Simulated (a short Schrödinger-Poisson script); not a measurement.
System: symmetric double-gate stack, SiO2 on p-type InP, at 77 K.

```csv
layer,material,thickness (nm),Na (cm⁻³)
1,SiO2,2,-
2,InP,20,8e16
3,SiO2,2,-
```

The device is made up for the run: typed textbook-type constants, with dimensions and the other settings drawn at random. SiO2: permittivity 3.9, conduction-band edge (eV) 3.48, gap (eV) 9, electron mass (mₑ) 0.5. InP: permittivity 12.5, conduction-band edge (eV) 0, gap (eV) 1.344, Nv at 300 K (cm⁻³) 1.1e19.

Channel valleys (confinement mass, in-plane density-of-states mass, number): Γ 0.08, 0.08, 1. At the gates, both at one voltage, the conduction-band edge of layer 1 lies 3.91 eV − eVg above the Fermi level of the channel. Gaps are held at their typed values at every temperature. Mesh 0.03 nm at interfaces.

From a short Schrödinger-Poisson script (our own, NumPy): 1D Poisson equation in equilibrium, electrons classical, Fermi-Dirac, parabolic valleys, classical holes, full ionisation, no traps, pinning or gate leakage.

The same stack at other levels of the model or other numerical settings:

```
run                                                                  sheet density of all electrons at Vg = 1.9 V (cm⁻²)  sheet density of all electrons at Vg = 0.7 V (cm⁻²)  capacitance of both gates at Vg = 1.9 V (μF/cm²)  rough cost against the base
-------------------------------------------------------------------  ---------------------------------------------------  ---------------------------------------------------  ------------------------------------------------  ---------------------------
base                                                                                                             2.04e13                                              3.12e12                                              2.41                      about 1
electrons treated as classical, Boltzmann                                                                        3.00e13                                              4.68e12                                              3.41                          0.4
electrons treated as quantum, Hartree                                                                            1.81e13                                              2.47e12                                              2.23                            6
electrons treated as quantum, Hartree plus LDA exchange-correlation                                              1.85e13                                              2.63e12                                              2.26                            9
mesh six times as coarse                                                                                         2.03e13                                              3.09e12                                              2.39                          0.5
```

The classical rows ignore confinement, and Boltzmann statistics overrate the density once the band edge passes the Fermi level.

Above a few 1e12 electrons/cm² a light Γ valley is non-parabolic and upper valleys begin to fill, which the model leaves out.
